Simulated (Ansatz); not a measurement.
Where the default PAW files enter, the runs use the earlier of Ansatz's two default sets.

```
CELL_PARAMETERS angstrom
      2.50330     0.00000     0.00000
     -1.25165     2.16792     0.00000
      0.00000     0.00000     4.16897
ATOMIC_POSITIONS crystal
  C  0.33333 0.66667 0.06281
  C  0.66667 0.33333 0.93719
  C  0.66667 0.33333 0.56281
  C  0.33333 0.66667 0.43719
```

Space group of this cell: P6_3/mmc. The cell is taken as given.

Calculation: r2SCAN (plane waves, PAW; Ansatz, a program for electronic structure).

The current runs along the normal of the first two printed vectors; no spin-orbit coupling. Scaled by the factor s: both lengths across the current (ions clamped). Meshes 18×18×8 and 18×18 across the current in all rows.

```csv
s,mean pressure (GPa),slowest mid-gap decay constant κ (1/Å)
0.98,19.7,0.229
1.00,-0.1,0.258
1.02,-16.3,?
```

Question: Take the slope of the slowest mid-gap decay constant κ against ln s from the two given rows, extrapolate to s = 1.02, and say what the run there gives.

Answer: Slope = (0.229 − 0.258) / ln 0.98 = 1.44 1/Å. The line gives 0.258 + (1.44) × ln 1.02 = 0.286 1/Å. The run gives 0.291 1/Å, 0.005 1/Å over the line, 16 % of the predicted step.
